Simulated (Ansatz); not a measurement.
Consider a (8,0) antimony nanotube.

Levels: PBE (plane waves to 420 eV, PAW; Ansatz, a program for electronic structure); Ansatz with PBE with spin-orbit coupling. Unmarked values and the geometry are of the first. Mesh 1×1×6. No spin polarisation. It repeats along c; a and b span vacuum. A hypothetical model, rolled from the flat sheet. Only distortions within the start's symmetry and period were free. Values not marked SOC lack spin–orbit coupling. Buckling under compression is shut out by symmetry and the short period.

What do the calculations give?


- period along the axis (32 atoms): 7.117 Å
- mean diameter: 10.85 Å
- radii of the innermost and outermost atoms: 4.61 and 6.25 Å
- energy over the flat sheet: +59 meV/atom
- PBE gap: 1.35 eV, indirect, from Γ to k = 0.406 × 2π/c
- electron mass along the axis (PBE): 0.65 mₑ
- hole mass along the axis (PBE): 0.44 mₑ
- valence and conduction edges under the vacuum level (PBE): 4.83 and 3.48 eV
- PBE+SOC gap at this geometry: 1.20 eV
- axial stiffness dF/dε: 93 nN
